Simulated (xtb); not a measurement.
xtb 6.7.1, GFN2-xTB: Ta(Cl)4(Me) ([CH3][Ta]([Cl])([Cl])([Cl])[Cl]), 9 atoms. The geometry is a generated start, not checked to be a minimum at this level.

```yaml
run_flags: --grad
method: GFN2-xTB
"--acc": 1 (default)
"--etemp (K)": 300 (default)
basis_functions: 57
valence_electrons: 40
```

```xyz
9

Ta     0.0075    -0.8579    -0.3719
Cl     1.7679    -1.5937    -1.5810
Cl     0.9436    -1.5293     1.5936
Cl    -0.9209     0.1930    -2.1659
Cl    -1.7280    -2.2844    -0.1637
C     -0.0154     1.2369     0.5628
H      0.6744     1.8914     0.0292
H      0.2715     1.2488     1.6117
H     -1.0006     1.6952     0.4851
```

Charge 0 and multiplicity 1 are set for this test and not shown to be the ground state.

One run each on 1 thread. Values of broydamp tried: 0.02, 0.05, 0.1, 0.2, 0.4 (default), 0.6, 0.8, 1.

Task: Which value of broydamp needs the fewest SCC iterations, and what happens away from it?

Result: Fewest SCC iterations, within one of each other: 0.4 (default) with 15, 0.6 with 15, 0.8 with 15, 1 with 16. The count rises to 25 at 0.02. All converge to one solution.

```tsv
broydamp	SCC iterations	end
0.02	25	same solution
0.05	23	same solution
0.1	20	same solution
0.2	18	same solution
0.4 (default)	15	same solution
0.6	15	same solution
0.8	15	same solution
1	16	same solution
```
